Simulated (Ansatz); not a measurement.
All values below come from PBE (plane waves to 420 eV, PAW; Ansatz, an electronic-structure program).

Electrostatic potential energy of an electron, averaged over planes parallel to the surface, in eV from the Fermi level, for a constructed model of the (110) surface of bcc W, a layer of Co in place of the third plane (bottom of the slab: a bare face, its two planes held):

(z (Å), V (eV)): (3.66, 4.92); (3.94, 4.92); (4.22, 4.92); (4.50, 4.91); (4.78, 4.90); (5.06, 4.88); (5.34, 4.83); (5.62, 4.74); (5.91, 4.55); (6.19, 4.18); (6.47, 3.46); (6.75, 2.06); (7.03, -0.65); (7.31, -6.23); (7.59, -14.02); (7.88, -19.96); (8.16, -21.33); (8.44, -17.57); (8.72, -10.38); (9.00, -3.95); (9.28, -2.60); (9.56, -6.78); (9.84, -14.41); (10.12, -20.46); (10.41, -21.85); (10.69, -17.99); (10.97, -10.66); (11.25, -4.17); (11.53, -2.81); (11.81, -7.03); (12.09, -14.56); (12.38, -20.42); (12.66, -21.64); (12.94, -17.68); (13.22, -10.41); (13.50, -4.15); (13.78, -3.96); (14.06, -8.93); (14.34, -13.45); (14.62, -14.00); (14.91, -10.21); (15.19, -4.80); (15.47, -3.23); (15.75, -8.21); (16.03, -15.78); (16.31, -21.06); (16.59, -21.43); (16.88, -16.74); (17.16, -9.28); (17.44, -3.84); (17.72, -4.30); (18.00, -10.34); (18.28, -17.47); (18.56, -21.30); (18.84, -20.02); (19.12, -14.12); (19.41, -6.34); (19.69, -0.74); (19.97, 1.95); (20.25, 3.33); (20.53, 4.04); (20.81, 4.41); (21.09, 4.59); (21.38, 4.68); (21.66, 4.72); (21.94, 4.75); (22.22, 4.76); (22.50, 4.76); (22.78, 4.76); (23.06, 4.77)

Slab: 6 atoms, 10.8 Å thick at the start with caps and adatoms (thin: gaps and levels are the slab's own); k 14x14x1, smearing 0.1 eV, dipole-corrected; 2 atoms held, the rest relaxed; start symmetry kept, larger cells not searched; spin-polarised, no spin-orbit, no U. The starting moment vanished. In PBE it is, or lies within 0.01 eV a 1x1 cell of, the lowest of the 2 structures of its composition computed so far; subsurface sites and larger cells were not tried.

The vacuum level lies 4.77 eV above the Fermi level over the top face and 4.92 eV above it under the bottom face.
